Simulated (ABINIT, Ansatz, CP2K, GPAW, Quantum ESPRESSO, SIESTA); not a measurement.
# Code comparison for Tl (P6_3/mmc, 4 atoms in the cell)

Self-consistent single point, at a second geometry (lattice scaled by 0.98). First geometry:

```xyz
4
Lattice="3.4767 0.0000 0.0000 -1.7384 3.0109 0.0000 0.0000 0.0000 11.1631" Properties=species:S:1:pos:R:3 pbc="T T T"
Tl     0.0000     0.0000     0.0000
Tl     0.0000     0.0000     5.5815
Tl     0.0000     2.0073     2.7908
Tl     1.7384     1.0036     8.3723
```

Shared settings, as Ansatz (a quantum-chemistry and plane-wave program) writes them: kpoints.mp_grid.grid = 7 7 2; scf.occupations.method = gaussian; scf.occupations.width = 0.05 eV. Potentials and cutoffs stand in the table.

```json
[
 {"code": "CP2K", "model": "PBE, GPW, DZVP-MOLOPT-SR-GTH basis, GTH-PBE potentials (GTH_POTENTIALS)", "ΔF from the first geometry (meV/atom)": "45.1", "pressure (GPa)": "5.69", "cutoff": "grid 500 Ry"},
 {"code": "Quantum ESPRESSO", "model": "PBE, GBRV 1.5 ultrasoft (PBE) pseudopotentials", "ΔF from the first geometry (meV/atom)": "36.8", "pressure (GPa)": "3.22", "cutoff": "40 Ry"},
 {"code": "ABINIT", "model": "PBE, norm-conserving pseudopotentials (PseudoDojo nc-sr-05 PBE standard)", "ΔF from the first geometry (meV/atom)": "35.5", "pressure (GPa)": "4.69", "cutoff": "30 Ha"},
 {"code": "Ansatz", "model": "PBE, PAW files", "ΔF from the first geometry (meV/atom)": "37.2", "pressure (GPa)": "4.86", "cutoff": "default"},
 {"code": "GPAW", "model": "PBE, GPAW PAW datasets PBE (gpaw-data 1.0.1)", "ΔF from the first geometry (meV/atom)": "33.3", "pressure (GPa)": "4.47", "cutoff": "600 eV"},
 {"code": "SIESTA", "model": "GGA PBE, numerical atomic orbitals DZP, PseudoDojo PBE standard norm-conserving potentials (rewritten from UPF to PSML)", "ΔF from the first geometry (meV/atom)": "35.7", "pressure (GPa)": "4.83", "cutoff": "grid 400 Ry"}
]
```

For Quantum ESPRESSO (by 1.6 GPa) the energy change implies a higher mean pressure, against the two pressures, than for the other programs: a sign of finite-basis (Pulay) stress.

On Ansatz's run: spin-orbit coupling is off.

The spread over the programs that give each value: ΔF from the first geometry within 11.8 meV/atom; pressure within 2.47 GPa.

CP2K and SIESTA use small atom-centred bases, whose incompleteness enters pressures, forces and empty levels differently from a plane-wave cutoff. Ansatz's pressure is given at a fixed set of plane waves, as the other plane-wave codes print theirs. In the pressure, CP2K (by 1.11) and Quantum ESPRESSO (by 1.35) lie more than 1 GPa from the median of the plane-wave programs.

The starting cell comes from a database of computed structures (which also holds hypothetical and non-ambient phases and stackings), without a prior relaxation at this level. Its lattice was rescaled by a random factor within 2.5 % of one. For this run, on top of that: lattice scaled by 0.98.

Left out of this page: Elk and FLEUR (not drawn, or without a comparable value).

Keys are those of Ansatz 0.2.
